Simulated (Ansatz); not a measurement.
Input for fluorite-type CoSi2 (0 0 1) on silicon (0 0 1), As on 1 of 2 substrate sites at each interface (film strained to the substrate, faces as cut):

Ansatz 0.2 input:
```yaml
crystal:
  lattice:
    - [7.735748, 0.0, 0.063188999]
    - [0.0, 3.867874, -0.039017156]
    - [-2.662590253, -0.294313616, 28.292417445]
  atoms:
    - { symbol: Si, position: [0.562783084, -0.029899371, 0.080491986] }
    - { symbol: Si, position: [0.053786089, -0.028447631, 0.080613104] }
    - { symbol: As, position: [0.293837157, -0.044223612, 0.032502718] }
    - { symbol: Si, position: [0.793829635, -0.097005263, 0.031679226] }
    - { symbol: Si, position: [0.836498031, 0.487192625, 0.176319342] }
    - { symbol: Si, position: [0.336437338, 0.486890546, 0.175719506] }
    - { symbol: Si, position: [0.572810363, 0.477321636, 0.127966458] }
    - { symbol: Si, position: [0.070637095, 0.478547878, 0.12801545] }
    - { symbol: Si, position: [0.614987334, 0.004226139, 0.271880839] }
    - { symbol: Si, position: [0.11518501, 0.003987301, 0.271806803] }
    - { symbol: Si, position: [0.350504306, -0.005141286, 0.223735762] }
    - { symbol: Si, position: [0.85038484, -0.005040754, 0.224006093] }
    - { symbol: Si, position: [0.893416031, 0.523580765, 0.368012657] }
    - { symbol: Si, position: [0.392988023, 0.523635755, 0.367637184] }
    - { symbol: Si, position: [0.629004616, 0.512488262, 0.319881703] }
    - { symbol: Si, position: [0.128465498, 0.512231621, 0.319772457] }
    - { symbol: Si, position: [0.669464843, 0.045342398, 0.463706111] }
    - { symbol: Si, position: [0.172010479, 0.047300773, 0.464072572] }
    - { symbol: Si, position: [0.405886998, 0.032605047, 0.415452767] }
    - { symbol: Si, position: [0.906609521, 0.032792286, 0.416139994] }
    - { symbol: As, position: [0.945397254, 0.573906025, 0.558400065] }
    - { symbol: Si, position: [0.449620671, 0.573615227, 0.560408572] }
    - { symbol: Si, position: [0.677376981, 0.554714207, 0.511546382] }
    - { symbol: Si, position: [0.188630405, 0.558420784, 0.512097441] }
    - { symbol: Co, position: [0.743329845, 0.746181686, 0.779808478] }
    - { symbol: Co, position: [0.243299639, 0.746603042, 0.779843731] }
    - { symbol: Co, position: [0.965714623, 0.235756262, 0.685458199] }
    - { symbol: Co, position: [0.465891778, 0.236224228, 0.685493349] }
    - { symbol: Co, position: [0.785753269, 0.780240137, 0.959500165] }
    - { symbol: Co, position: [0.284802303, 0.783650051, 0.957716324] }
    - { symbol: Co, position: [0.020445363, 0.262308781, 0.871115451] }
    - { symbol: Co, position: [0.520840442, 0.260750239, 0.870870605] }
    - { symbol: Si, position: [0.48053911, 0.732856461, 0.735841724] }
    - { symbol: Si, position: [0.980453808, 0.732033719, 0.736349375] }
    - { symbol: Si, position: [0.730398883, 0.234729732, 0.73532517] }
    - { symbol: Si, position: [0.231063739, 0.235642049, 0.735384504] }
    - { symbol: Si, position: [0.70375191, 0.127400446, 0.646161473] }
    - { symbol: Si, position: [0.204146343, 0.128123142, 0.646515655] }
    - { symbol: Si, position: [0.452584404, 0.716744709, 0.640861119] }
    - { symbol: Si, position: [0.954074389, 0.717712509, 0.64211161] }
    - { symbol: Si, position: [0.527142582, 0.770250258, 0.920914444] }
    - { symbol: Si, position: [0.023914445, 0.771166402, 0.921037382] }
    - { symbol: Si, position: [0.784347517, 0.272365829, 0.921280325] }
    - { symbol: Si, position: [0.283613817, 0.274674044, 0.920075176] }
    - { symbol: Si, position: [0.75769867, 0.253754548, 0.828089294] }
    - { symbol: Si, position: [0.257497317, 0.253677757, 0.828136622] }
    - { symbol: Si, position: [0.507853441, 0.753438728, 0.827789742] }
    - { symbol: Si, position: [0.007391778, 0.754673826, 0.828058701] }
basis:
  ecutwfc: 420
  ecutrho_ratio: 4
  xc_grid: 2
kpoints:
  mp_grid: { grid: [4, 7, 1] }
hamiltonian:
  xc: pbe
  dispersion: none
  pseudopotentials: { kind: paw }
scf:
  n_extra_bands: 42
  occupations: { method: fermi_dirac, width: 0.05 }
output:
  forces: true
  stress: true
  eigenstates:
    kpoints:
      - [0, 0, 0]
      - [0.5, 0, 0]
      - [0, 0.5, 0]
      - [0.5, 0.5, 0]
    e_range: [-3.5, 3.5]
    localisation: true
relax:
  f_tol: 0.04
  max_steps: 70
  cell: { fix: [a, b, gamma], stress_tol: 0.3 }
```

Calculation: PBE (plane waves to 420 eV, PAW; Ansatz, a first-principles code). Spin–orbit coupling is left out; the runs are not spin-polarised. Its k-point mesh 4×7×1, Fermi–Dirac width 0.05 eV.

Question: What does the end of the output print (band table and long remarks left out, numbers rounded to eight decimals)?

Answer: 
```
SCF converged after 6 iterations
Free energy (F): -74888.369026 eV
Harris-Foulkes:  -74888.369026 eV  (|F-HF|=8.59e-9)
Internal energy: -74888.263060 eV  (E = F + TS)
E sigma→0 (E₀):  -74888.316043 eV
Entropy (-TS):   -0.105966 eV (-2.208 meV/atom)
Fermi energy:    8.423396 eV
--- Per-component energies (eV) ---
  E_band       = -3358.790861
  E_kinetic    = 5433.634354
  E_local      = -146003.914570  (includes V_loc(G=0)·N_el)
  E_nonlocal   = 3246.113800
  E_hartree    = 70564.845061
  E_xc         = -3548.210327
  E_vxc        = -3605.555482  (∫ρ·V_xc dr)
  E_paw        = -35282.337789  (= ΣΔE_a)
  E_vpaw       = -3558.729303  (= ΣTr[D̂ρ^β])
  E_aug_tail   = 0.000933  (compensation charges beyond the density's cutoff)
  E_ewald      = 30701.605478
  E_smearing   = -0.105966  (= −TS)
  E_closure    = 0.000000  (closes the sum)
  Σ components = -74888.369026   (vs F -74888.369026, Δ=0.00e0)
--- Forces (eV/Å), atoms counted from 1 ---
  atom   1  Si    -0.00018626     0.00280200     0.00453248
  atom   2  Si     0.00033951     0.00305069    -0.00369777
  atom   3  As     0.00260746     0.00049505    -0.00551237
  atom   4  Si     0.00073793    -0.00015041    -0.00289165
  atom   5  Si     0.00103253     0.00013988    -0.00157620
  atom   6  Si     0.00182711     0.00045773    -0.00132684
  atom   7  Si     0.00021884     0.00038602    -0.00027891
  atom   8  Si     0.00199363     0.00021194     0.00148402
  atom   9  Si    -0.00113944     0.00133100    -0.00032076
  atom  10  Si     0.00222418     0.00075078    -0.00064530
  atom  11  Si     0.00149665    -0.00102110    -0.00076000
  atom  12  Si     0.00146562     0.00063326     0.00094938
  atom  13  Si     0.00042332    -0.00399511    -0.00049577
  atom  14  Si     0.00021802     0.00319529     0.00108812
  atom  15  Si     0.00131936    -0.00113076     0.00047343
  atom  16  Si     0.00092704    -0.00087320    -0.00033542
  atom  17  Si    -0.00074506     0.00490374     0.00959028
  atom  18  Si    -0.00674025     0.00113150     0.00656265
  atom  19  Si     0.00310698    -0.00341170    -0.00120021
  atom  20  Si     0.00501965     0.00432634    -0.00017189
  atom  21  As     0.00168324     0.00029031    -0.02193660
  atom  22  Si     0.00827305     0.01782684    -0.02173224
  atom  23  Si    -0.00693776    -0.00788381     0.00763267
  atom  24  Si     0.00618368    -0.00281307     0.00376625
  atom  25  Co    -0.00292151     0.00114438    -0.00074749
  atom  26  Co     0.00569251    -0.00140152     0.00054640
  atom  27  Co     0.02048896     0.01001630     0.00578559
  atom  28  Co    -0.02366703    -0.00646886     0.02275049
  atom  29  Co    -0.00748060    -0.00233325     0.00355747
  atom  30  Co     0.00848788    -0.00022370    -0.00127200
  atom  31  Co     0.00097972    -0.00209482    -0.00268373
  atom  32  Co    -0.00024987    -0.00040068     0.00690334
  atom  33  Si    -0.00297202     0.00223628    -0.00009694
  atom  34  Si     0.00791507     0.00284247    -0.00366097
  atom  35  Si    -0.00125235    -0.00160304    -0.00082988
  atom  36  Si    -0.01142768    -0.00039504    -0.00632724
  atom  37  Si     0.01842923    -0.03146543    -0.01258203
  atom  38  Si    -0.00943228    -0.01248085     0.00881962
  atom  39  Si     0.00920641     0.03199588     0.00053989
  atom  40  Si    -0.03216192    -0.00642261    -0.00030008
  atom  41  Si     0.00046058     0.00261534     0.00160687
  atom  42  Si    -0.00029483     0.00261884    -0.00278331
  atom  43  Si     0.00461046    -0.00123783     0.00084435
  atom  44  Si    -0.00503166     0.00234979     0.00494751
  atom  45  Si    -0.00366483    -0.00369781    -0.00213491
  atom  46  Si    -0.00272896    -0.00485288     0.00120634
  atom  47  Si     0.00235977    -0.00041029     0.00346169
  atom  48  Si    -0.00069342    -0.00098440    -0.00074515
  max |Σ_I F_I| component: 3.18e-6 eV/Å
--- Stress (GPa, compression-positive) ---
       -2.779122       0.014215      -0.032691
        0.014215      -2.263580       0.006943
       -0.032691       0.006943      -0.016024
  P = ⅓ Tr σ = -1.6862 GPa (-16.862 kbar)
--- Relaxed structure (12 steps of the walk, 11 accepted, 1 SCFs on fresh bases) ---
  F+E_penalty+E_count = -74888.36902566 eV   max|allowed force component| = 3.216e-2 eV/Å   (the final SCF, on the basis selected at the relaxed cell)
  cell:  # Å, volume = 831.3564 Å³
    - [7.73502708, 0.00026062, 0.12306884]
    - [-0.00053405, 3.86806706, 0.00534095]
    - [-2.43889936, 0.02501041, 27.74757446]
  atoms:
    - { symbol: Si, position: [0.57066704, 0.12677205, 0.06983987] }
    - { symbol: Si, position: [0.05777544, 0.12695779, 0.06979122] }
    - { symbol: As, position: [0.30171997, 0.12788635, 0.02107489] }
    - { symbol: Si, position: [0.80084871, 0.12912627, 0.01781434] }
    - { symbol: Si, position: [0.83953608, 0.62483539, 0.16831785] }
    - { symbol: Si, position: [0.33938174, 0.62574027, 0.16789509] }
    - { symbol: Si, position: [0.57744673, 0.62601595, 0.11890471] }
    - { symbol: Si, position: [0.07611389, 0.62614656, 0.11888942] }
    - { symbol: Si, position: [0.61410057, 0.12368884, 0.26646651] }
    - { symbol: Si, position: [0.11543130, 0.12366932, 0.26650644] }
    - { symbol: Si, position: [0.35197385, 0.12509128, 0.21706611] }
    - { symbol: Si, position: [0.85218193, 0.12389973, 0.21750752] }
    - { symbol: Si, position: [0.89001331, 0.62454944, 0.36447441] }
    - { symbol: Si, position: [0.39033940, 0.61714028, 0.36524474] }
    - { symbol: Si, position: [0.62678650, 0.62287559, 0.31565093] }
    - { symbol: Si, position: [0.12813495, 0.62287518, 0.31568796] }
    - { symbol: Si, position: [0.66716230, 0.12840658, 0.46333833] }
    - { symbol: Si, position: [0.16412439, 0.12883010, 0.46327053] }
    - { symbol: Si, position: [0.40306309, 0.11538499, 0.41459305] }
    - { symbol: Si, position: [0.90263669, 0.12454573, 0.41349998] }
    - { symbol: As, position: [0.94261019, 0.44598727, 0.56002574] }
    - { symbol: Si, position: [0.44230034, 0.60572599, 0.55953225] }
    - { symbol: Si, position: [0.68404399, 0.62776217, 0.51299677] }
    - { symbol: Si, position: [0.17663930, 0.62818177, 0.51290572] }
    - { symbol: Co, position: [0.74502153, 0.63272788, 0.78594919] }
    - { symbol: Co, position: [0.24252008, 0.63302698, 0.78536061] }
    - { symbol: Co, position: [0.96791656, 0.14684144, 0.68871556] }
    - { symbol: Co, position: [0.46989178, 0.12556906, 0.69083668] }
    - { symbol: Co, position: [0.79080304, 0.62959559, 0.97263532] }
    - { symbol: Co, position: [0.29048845, 0.62897550, 0.97135667] }
    - { symbol: Co, position: [0.01655641, 0.13109849, 0.87977206] }
    - { symbol: Co, position: [0.51936040, 0.13127553, 0.87979920] }
    - { symbol: Si, position: [0.48290643, 0.62808877, 0.73980461] }
    - { symbol: Si, position: [0.98135661, 0.64100679, 0.73865469] }
    - { symbol: Si, position: [0.73270564, 0.13380688, 0.73844135] }
    - { symbol: Si, position: [0.23000263, 0.13425402, 0.73840193] }
    - { symbol: Si, position: [0.70282166, 0.13953476, 0.64524435] }
    - { symbol: Si, position: [0.20888223, 0.13472669, 0.64519786] }
    - { symbol: Si, position: [0.44155593, 0.62813791, 0.64309383] }
    - { symbol: Si, position: [0.94716092, 0.64988505, 0.64202486] }
    - { symbol: Si, position: [0.53030047, 0.63029246, 0.92768724] }
    - { symbol: Si, position: [0.02867878, 0.63016865, 0.92763180] }
    - { symbol: Si, position: [0.78004001, 0.13044082, 0.92701371] }
    - { symbol: Si, position: [0.27982800, 0.13000076, 0.92574835] }
    - { symbol: Si, position: [0.75558370, 0.13227909, 0.83227033] }
    - { symbol: Si, position: [0.25582822, 0.13234086, 0.83239327] }
    - { symbol: Si, position: [0.50498963, 0.63205550, 0.83306986] }
    - { symbol: Si, position: [0.00687019, 0.63177557, 0.83320610] }
```

Cost: about 60 core-minutes (a rough figure).
